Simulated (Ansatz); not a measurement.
## A constructed model of the (111) surface of fcc Rh, a layer of Re in place of the third plane (bottom of the slab: a bare face, its two planes held)

These are PBE (plane waves to 420 eV, PAW; Ansatz, a first-principles code) values and carry that method's errors.

Model: 6-atom slab, 11.2 Å thick at the start with caps and adatoms (thin: gaps and levels are the slab's own), 16x16x1 mesh, Fermi-Dirac 0.1 eV, dipole correction, 2 atoms held, the rest relaxed; start symmetry kept, larger cells not searched; no spin, no spin-orbit, no U. In PBE it lies 0.25 eV a 1x1 cell over the lowest computed structure of the same composition (a layer of Re in place of the second plane).

| Quantity | Result |
|---|---|
| work function of the top face | 5.33 eV |
| energy released by relaxation | 0.045 eV |
| cost | very roughly 80 core-seconds |
